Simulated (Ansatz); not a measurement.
# InGaAs₂ (P-4m2, No. 115, 4 atoms in the cell; start mp-1223781)

Method: r²SCAN (Ansatz, an electronic-structure program, plane waves, PAW).

Run with plane-wave cutoff 560 eV, 14×14×10 k mesh (along the axes of the cell as run), Fermi–Dirac smearing 0.05 eV, scalar-relativistic PAW data made under PBE.

Cell (relaxed with PBEsol):

Space group P-4m2 (No. 115); a = b = 4.1431 Å, c = 5.9054 Å, α = β = γ = 90.00°

| atom | site | symmetry | x | y | z |
|---|---|---|---|---|---|
| In | 1d | -4m2 | 0.0000 | 0.0000 | 0.5000 |
| Ga | 1b | -4m2 | 0.5000 | 0.5000 | 0.0000 |
| As | 2g | 2mm. | 0.0000 | 0.5000 | 0.2303 |

| Property | Result |
|---|---|
| band gap | 0.35 eV (on the SCF k mesh) |

Note: cell and atoms aren't relaxed at this level (largest force component 0.02 eV/Å, pressure 0.5 GPa).

Spin–orbit coupling is not included.

The computed numbers hold no vibrational or temperature effects.

A start named mp-… is a Materials Project structure, which need not be a measured phase.
